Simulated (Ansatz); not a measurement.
Band structure of MgAu (Pm-3m, 2 atoms in the cell).

```
MgAu
1.0
    3.23851     0.00000     0.00000
    0.00000     3.23851     0.00000
    0.00000     0.00000     3.23851
Mg Au
1 1
Direct
  0.50000   0.50000   0.50000
  0.00000   0.00000   0.00000
```

Method: PBEsol, PAW files made with PBE (plane waves; Ansatz, an electronic-structure program).

Settings: basis.ecutwfc = 30.9 Ry; kpoints.mp_grid.grid = 7 7 7; hamiltonian.xc = pbesol; hamiltonian.pseudopotentials = {kind: paw} (the program's default PAW files); scf.occupations.method = gaussian; scf.occupations.width = 0.0073 Ry; kpoints.band_path.npoints = 8.

The starting cell comes from a database of computed structures (which also holds hypothetical and non-ambient phases and stackings), without a prior relaxation at this level. Its lattice was rescaled by a random factor within 2.5 % of one. Spin-orbit coupling is off.

Levels in eV from the Fermi level, bands 11 to 18:
| point | 11 | 12 | 13 | 14 | 15 | 16 | 17 | 18 |
|---|---|---|---|---|---|---|---|---|
| Γ | -6.00 | -4.15 | -4.15 | -4.15 | 5.38 | 5.38 | 5.38 | 8.92 |
| X | -4.88 | -4.88 | -4.43 | -4.06 | -2.63 | 7.39 | 8.53 | 8.53 |
| M | -4.77 | -4.77 | -3.40 | -1.47 | -1.47 | -0.65 | 4.03 | 11.56 |
| R | -6.09 | -3.36 | -3.36 | 1.86 | 1.86 | 1.86 | 2.57 | 4.86 |

Bands cross the Fermi level along this path, so the cell is metallic at this level.

Keys are those of Ansatz 0.2.
